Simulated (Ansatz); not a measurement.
Response to strain in SiC

Consider SiC (space group P6_3mc, No. 186; a = 3.0585 Å, c = 10.0120 Å). Axes: x lies along a and z along c of the hexagonal cell.

Strains are applied to the cell and any free atomic positions relax.

Computed with Ansatz (a quantum-chemistry and plane-wave program), LDA, PAW, cutoff 420 eV, no spin-orbit coupling.

Notes on the quantities. energy relative to the base: free energy F.

```csv
variant,smallest direct gap,energy relative to the base,band gap
base,3.31 eV,0 meV/atom,2.18 eV
tensor shear ε_xz = +1.60 %,3.26 eV,[?],2.03 eV
tensor shear ε_xz = +0.40 %,3.31 eV,+0.3 meV/atom,2.16 eV
tensor shear ε_xz = +0.80 %,[?],+1.3 meV/atom,2.13 eV
tensor shear ε_xz = +1.20 %,3.28 eV,[?],2.08 eV
tensor shear ε_xz = +2.00 %,3.23 eV,+8.2 meV/atom,1.98 eV
```

Problem. What belongs in the blanks?

Solution. 
- tensor shear ε_xz = +1.60 %, energy relative to the base: +5.3 meV/atom
- tensor shear ε_xz = +0.80 %, smallest direct gap: 3.30 eV
- tensor shear ε_xz = +1.20 %, energy relative to the base: +3.0 meV/atom

Stability against distortions was not tested.
